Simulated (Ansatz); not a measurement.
Cost and result by functional for the adsorption energy of O on the 1x1 (0001) surface of hcp Zr, one in a 2x2 cell, started at the site 'hollow Zr-Zr-Zr', in Ansatz (plane waves, PAW). Single points on the PBE structure, on one kind of machine; costs are rough ratios of the slab run's core time (references not counted) to the cheapest single point. r2SCAN's cost holds its higher cutoff (500 against 420 eV). Differences are taken against r2SCAN for comparison alone: no measured value is at hand, so the table doesn't rank accuracy.

Model: 17-atom slab, 7.6 Å thick at the start under the adsorbate (thin: gaps and levels are the slab's own), 5x5x1 mesh, Fermi-Dirac 0.1 eV, dipole correction, 8 atoms held, the rest relaxed; start symmetry kept, larger cells not searched; no spin, no spin-orbit, no U, no dispersion correction. At the end it is bonded to 3 Zr. In PBE it is, or lies within 0.03 eV of, the lowest of the starts that converged. These notes are the PBE run's. Adsorption energies are against ½ O2(g). A negative adsorption energy means that the adsorbate is more stable on the surface than in its reference.

| functional | relative cost | adsorption energy (eV) | less r2SCAN (eV) |
|---|---|---|---|
| RPBE | 1 | -5.56 | 0.72 |
| r2SCAN | 2 | -6.27 | 0.00 |
| PBE (the relaxed run's value) | – | -5.81 | 0.46 |

The values span 0.72 eV, while the single points' costs differ by a factor of roughly 2. Differences are of unrounded values.

Ansatz is a first-principles code.
